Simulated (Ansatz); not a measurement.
Stishovite (SiO2) was calculated with rVV10 in Ansatz (plane waves, PAW).

Numerical settings: plane-wave cutoff 520 eV, 8×8×12 k mesh (along the axes of the cell as run), Fermi–Dirac smearing 0.01 eV, scalar-relativistic PAW data made under PBE.

Results at a series of volumes:

```csv
V (Å³/atom),E − E_lowest (meV/atom),P (GPa)
7.783,11.43,11.81
7.945,2.72,5.52
8.107,0.00,-0.02
8.269,2.52,-4.85
8.432,9.60,-9.02
```

Problem. Estimate the bulk modulus from the pressures at 7.945 and 8.269 Å³/atom, and compare it with a fit to all energies.

Solution. B = −V dP/dV. Between V = 7.945 and 8.269 Å³/atom, dP/dV = (-4.85 − (5.52))/(8.269 − 7.945) = -32.0 GPa per Å³/atom; at the midpoint 8.107 Å³/atom this gives B ≈ 259 GPa. The third-order Birch–Murnaghan fit gives V0 = 8.107 Å³/atom, B0 = 258 GPa, B′ = 5.8, which lies within 1 % of that estimate.

Shape and atoms are relaxed at each volume.

Measured, for comparison: bulk modulus 310 ± 1 GPa (300 K, no zero-point or thermal correction; as tabulated in arXiv:1001.2066). Computed (rounded) less measured: bulk modulus -17 %.

Note: the bulk modulus comes from volumes at which shape and atoms were relaxed.

Static lattice: no zero-point or thermal effects.

The result took roughly 5 core-minutes.

Ansatz is a program for electronic structure.
